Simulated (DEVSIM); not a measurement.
Device: abrupt Si n-p junction, at 250 K.

```
layer (left to right)  material  thickness (μm)  Nd (cm⁻³)  Na (cm⁻³)   τn (s)   τp (s)
---------------------  --------  --------------  ---------  ---------  -------  -------
1                            Si            1.00     3.1e18          -  0.00082  0.00082
2                            Si            7.90          -     2.2e14  0.00082  0.00082
```

Left contact: ohmic. Right contact: ohmic. Voltage is applied to the left contact. Recombination: SRH at mid-gap, Auger. Mobility is μmin + (μ − μmin)/(1 + (N/Nref)^α).

The device is made up for the run: typed textbook-type constants, with dimensions and the other settings drawn at random. Values at 300 K; Nc and Nv go as T^1.5, mobilities as T to minus their exponent, the gap by Varshni's rule with the affinity fixed.

```csv
parameter,Si
gap (eV),1.124
affinity (eV),4.05
permittivity,11.7
Nc (cm⁻³),2.86e19
Nv (cm⁻³),3.1e19
μn (cm²/Vs),1417
μp (cm²/Vs),470
"μn,min",52
"μp,min",45
"Nref,n",9.7e16
"Nref,p",2.2e17
αn,0.68
αp,0.72
T exponent of μn,2.3
T exponent of μp,2.2
Cn (cm⁶/s),2.8e-31
Cp (cm⁶/s),9.9e-32
Varshni α (eV/K),0.000473
Varshni β (K),636
```

DEVSIM, 1D drift-diffusion, Boltzmann statistics, complete ionisation; no tunnelling, impact ionisation, image-force lowering or self-heating.

### Question
Tabulate band edges, carrier densities and field at -0.9 V on the left contact.

### Answer
Energies count from the Fermi level of the right contact; mesh points crowd at the junctions.

```tsv
x (μm)	Ec (eV)	Ev (eV)	n (cm⁻³)	p (cm⁻³)	field (V/cm)
0.000	0.942	-0.194	3.1e18	< 1e2	-13
0.02555	0.942	-0.194	3.1e18	5.4e13	-13
0.07693	0.942	-0.194	3.1e18	1.6e14	-13
0.1724	0.942	-0.194	3.1e18	3.6e14	-13
0.4767	0.941	-0.195	3.1e18	9.9e14	-13
0.7430	0.941	-0.195	3.1e18	1.5e15	-13
0.8849	0.941	-0.195	3.1e18	1.8e15	-13
0.9700	0.941	-0.195	3.1e18	2.0e15	-13
0.9967	0.946	-0.190	2.5e18	2.6e15	24000
1.018	1.013	-0.124	1.1e17	5.7e16	7600
1.064	1.019	-0.117	7.9e16	7.9e16	30
1.210	1.019	-0.117	7.7e16	7.8e16	-29
1.462	1.018	-0.118	7.5e16	7.5e16	-30
1.985	1.017	-0.119	7.0e16	7.0e16	-32
3.541	1.011	-0.125	5.4e16	5.4e16	-42
5.933	0.998	-0.138	3.0e16	3.0e16	-76
7.483	0.981	-0.155	1.4e16	1.4e16	-160
8.230	0.964	-0.172	6.5e15	6.6e15	-350
8.662	0.938	-0.198	2.2e15	2.1e15	-1200
8.793	0.916	-0.220	1.2e15	7.9e14	-2300
8.861	0.898	-0.238	6.2e14	3.6e14	-2900
8.900	0.887	-0.250	< 1e2	2.2e14	-3100
```
